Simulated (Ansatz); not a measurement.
# Response to strain in MgO

Take MgO in the rock salt structure (space group Fm-3m, No. 225; a = 4.204 Å) as the base. Axes: x, y, z lie along the cube axes.

Strains are applied to the cell and any free atomic positions relax.

All numbers come from plane-wave PAW DFT at the r2SCAN level (Ansatz, an electronic-structure program, 500 eV), scalar-relativistic without spin-orbit coupling.

Notes on the quantities. energy relative to the base: free energy F.

```json
[
 {"case": "base", "electron mass": "0.36 mₑ (at Γ)", "energy relative to the base": "0 meV/atom", "band gap": "5.68 eV"},
 {"case": "uniaxial strain ε_zz = −3.00 %", "electron mass": "0.39 mₑ along z, 0.36 mₑ across (at Γ)", "energy relative to the base": "+9.2 meV/atom", "band gap": "5.97 eV"},
 {"case": "uniaxial strain ε_zz = −2.50 %", "electron mass": "0.39 mₑ along z, 0.36 mₑ across (at Γ)", "energy relative to the base": "+6.3 meV/atom", "band gap": "5.92 eV"},
 {"case": "uniaxial strain ε_zz = −2.00 %", "electron mass": "–", "energy relative to the base": "[?]", "band gap": "5.87 eV"},
 {"case": "uniaxial strain ε_zz = −1.50 %", "electron mass": "0.37 mₑ (at Γ)", "energy relative to the base": "[?]", "band gap": "5.83 eV"},
 {"case": "uniaxial strain ε_zz = −1.00 %", "electron mass": "0.37 mₑ (at Γ)", "energy relative to the base": "+0.9 meV/atom", "band gap": "5.78 eV"},
 {"case": "uniaxial strain ε_zz = −0.50 %", "electron mass": "0.37 mₑ (at Γ)", "energy relative to the base": "+0.2 meV/atom", "band gap": "5.73 eV"}
]
```

Q: Fill in the withheld entries from the trend.

A: 
- uniaxial strain ε_zz = −2.00 %, energy relative to the base: +3.9 meV/atom
- uniaxial strain ε_zz = −1.50 %, energy relative to the base: +2.2 meV/atom

Effective masses come from finite differences of ±0.01 Å⁻¹. No phonon test of stability was made.
